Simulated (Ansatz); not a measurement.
The reference is LaN in the zinc blende structure (space group F-43m, No. 216; a = 5.5465 Å; a hypothetical phase, not in the database extracts checked).

The change: cell and atoms relaxed at a pressure of 0.7 GPa.

Levels (all Ansatz, a quantum-chemistry and plane-wave program, PAW): PBEsol (420 eV, no spin-orbit coupling); HSE06+SOC (420 eV, noncollinear with spin-orbit coupling).

The geometry is relaxed with PBEsol.

| Item | Value |
|---|---|
| PBEsol lowest conduction level above the VBM at special points | Γ 1.07 eV; U 2.05 eV; K 2.05 eV |

### Question
Predict the lowest conduction level above the VBM at special points from HSE06+SOC.

### Answer
The lowest conduction level above the VBM at special points goes from Γ 1.07 eV; U 2.05 eV; K 2.05 eV to Γ 2.10 eV; U 2.86 eV; K 2.86 eV.

Single points use the geometry relaxed with PBEsol. HSE06 was sampled on its mesh, a few special points and the semilocal edge points, so its gap is an upper bound. The spin-orbit shifts are approximate. The levels and masses belong to the bands next to the band gap. Load acts through the strain it causes; cell and atoms are relaxed under it. No phonon test of stability was made.
